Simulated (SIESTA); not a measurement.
A user runs SIESTA on SrLaMn2O5 (P1, 18 atoms in the cell) and asks whether the run is sound. The aim is a self-consistent single point with DFT, GGA PBEsol+U, numerical atomic orbitals TZP, PseudoDojo PBEsol standard norm-conserving potentials (rewritten from UPF to PSML).

Cell that was meant: a = 5.4951 Å, b = 5.6377 Å, c = 9.1417 Å, α = 107.84°, β = 107.42°, γ = 90.25°.

Part of the input:

```
%endblock kgrid.MonkhorstPack
OccupationFunction           FD
ElectronicTemperature        100.0 meV
NetCharge                    1.0
Spin                         polarized
%block DM.InitSpin
  1 +0.00
```

Output, abridged:

```
reinit: Reading from file input.fdf

reinit: System Name: SrLaMn2O5
reinit: System Label: SrLaMn2O5

NOTE on units for spin output:
   [... lines left out ...]
DM filled with atomic data (user-defined):
Note: For starting DM, Qtot, Tr[D*S] =        161.00000000        162.00000000

InitMesh: MESH = 60 x 64 x 96 = 368640
InitMesh: Mesh cutoff (required, used) =   350.000   366.028 Ry
hubbard_term: recalculating local occupations    1
hubbard_term: maximum change in local occup.    0.840913
hubbard_term: recalculating Hamiltonian

stepf: Fermi-Dirac step function
hubbard_term: recalculating local occupations    1
hubbard_term: maximum change in local occup.    0.426717
hubbard_term: recalculating Hamiltonian
        iscf     Eharris(eV)        E_KS(eV)     FreeEng(eV)     dDmax    Ef(eV) dHmax(eV)
   scf:    1   -19973.112085   -20047.163799   -20047.379439  0.839815 -3.945683 20.730338
     spin moment: {S} , |S| = {        0.0        0.0   16.99784 }    16.99784
   scf:    2   -15710.174245   -18714.653910   -18715.034471  0.807797 -3.803358126.997601
     spin moment: {S} , |S| = {        0.0        0.0    1.95409 }     1.95409
   scf:    3   -20063.984356   -20085.269830   -20085.434264  0.784858 -5.057020  9.230870
   [... lines left out ...]
hubbard_term: recalculating local occupations   24
hubbard_term: maximum change in local occup.    0.000692
   scf:   32   -20095.252081   -20095.252091   -20095.377759  0.000013 -5.825480  0.000926
     spin moment: {S} , |S| = {        0.0        0.0   17.00002 }    17.00002
hubbard_term: recalculating local occupations   25
hubbard_term: maximum change in local occup.    0.000699
   scf:   33   -20095.252070   -20095.252075   -20095.377749  0.000007 -5.825475  0.000709
     spin moment: {S} , |S| = {        0.0        0.0   17.00002 }    17.00002
SCF Convergence by DM+H criterion
max |DM_out - DM_in|         :     0.0000073093
max |H_out - H_in|      (eV) :     0.0007085301
DFT+U population converged by dTol_pop criteria:
max |pop(DFT+U)_i - pop(DFT+U)_j|:     0.0006994888
SCF cycle converged after 33 iterations

Using DM_out to compute the final energy and forces
hubbard_term: recalculating local occupations   26
hubbard_term: maximum change in local occup.    0.000699
hubbard_term: recalculating Hamiltonian and forces

siesta: E_KS(eV) =           -20095.2527

siesta: E_KS - E_eggbox =    -20095.2527

siesta: Atomic forces (eV/Ang):
     1    0.092074   -0.121672   -0.443627
     2    0.081410   -0.109460    0.426987
     3   -0.193593    0.439396    0.388695
   [... 15 lines left out ...]
   [... lines left out ...]
siesta: FreeEng =    -20095.378375
siesta: Cell volume =        255.788011 Ang**3
siesta:         -60.99034293        -52.02291443  kBar
   [... lines left out ...]
    12    -0.495262    6.495262   -0.029745  O
    13    -0.489233    6.489233   -0.058043  O
    14    -0.491762    6.491762   -0.055833  O
    15    -0.508857    6.508857   -0.068988  O
    16    -0.509677    6.509677   -0.067908  O
    17    -0.501522    6.501522   -0.074682  O
    18    -0.501297    6.501297   -0.075237  O
 Total     1.000000               17.000024
```

Problem. Can these results be used? Check the input.

Solution. The run is not sound. The fault is an unintended net charge. A charged periodic cell changes the electron count and is neutralised by a uniform background, so energy, forces and pressure belong to another system. To fix it, remove the charge. The run converged in 33 iterations without an error; against the sound input the pressure goes from -5.49 to -6.10 GPa, the largest force goes from 0.568 to 1.180 eV/Å and the size of the net moment goes from 1.00 to 0.94 μB/atom. The full log also holds: “madelung: WARNING: Charged system, but not an atom or molecule.” and “madelung: WARNING: Energy correction terms can not be applied.”.

An input that runs soundly differs in these lines (not the only fix; some lines may just follow from the change or write a value another way):
```diff
-NetCharge                    1.0
```

With that input, the run converged in 31 iterations: free energy E − TS -20100.9803 eV; Fermi level (on the code's own zero) -5.37 eV; pressure -5.49 GPa; largest force (vector length) 0.568 eV/Å; size of the cell's spin moment 18.00 μB (DFT, GGA PBEsol+U, numerical atomic orbitals TZP, PseudoDojo PBEsol standard norm-conserving potentials (rewritten from UPF to PSML)).

On the sound input: the starting cell comes from a database of computed structures (which also holds hypothetical and non-ambient phases and stackings), without a prior relaxation at this level. The magnetic order is the one reached from the typed start; others were not searched systematically. With U or open f shells several self-consistent states can exist. Values carry the incompleteness of an atom-centred basis. With a pressure of about -5 GPa the cell is away from its equilibrium volume at this level. Without a gap this mesh is coarse (it stands for a supercell whose shortest vector is 16 Å).
